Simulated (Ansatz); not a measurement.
The structure below was relaxed with PBEsol, PAW, 420 eV (Ansatz, a program for electronic structure; spin-orbit coupling left out), at pressure 75 GPa.

Space group Cmcm (No. 63); a = 3.243 Å, b = 11.696 Å, c = 3.279 Å, α = 90.00°, β = 90.00°, γ = 90.00°

```tsv
atom	site	symmetry	x	y	z
Si	4c	m2m	0.0000	0.0675	0.7500
Si	4c	m2m	0.0000	0.2506	0.2500
Ti	4c	m2m	0.0000	0.5979	0.2500
```

Task: Write out a cell with all atoms.

Result: 
```
TiSi2
1.0
    3.24335     0.00000     0.00000
    0.00000    11.69637     0.00000
    0.00000     0.00000     3.27854
Si Ti
8 4
Direct
  0.50000   0.56752   0.75000
  0.00000   0.93248   0.25000
  0.00000   0.74944   0.75000
  0.50000   0.75056   0.25000
  0.00000   0.06752   0.75000
  0.50000   0.43248   0.25000
  0.50000   0.24944   0.75000
  0.00000   0.25056   0.25000
  0.50000   0.90211   0.75000
  0.00000   0.59789   0.25000
  0.00000   0.40211   0.75000
  0.50000   0.09789   0.25000
```
This is the conventional cell.

Load acts through the strain it causes; cell and atoms are relaxed under it. Whether these cells are dynamically stable was not tested. No other phases were tried under pressure. All final runs are without spin polarisation. The cell was made from TiSi2 (space group Cmcm, No. 63) by this change: pressure 75 GPa.
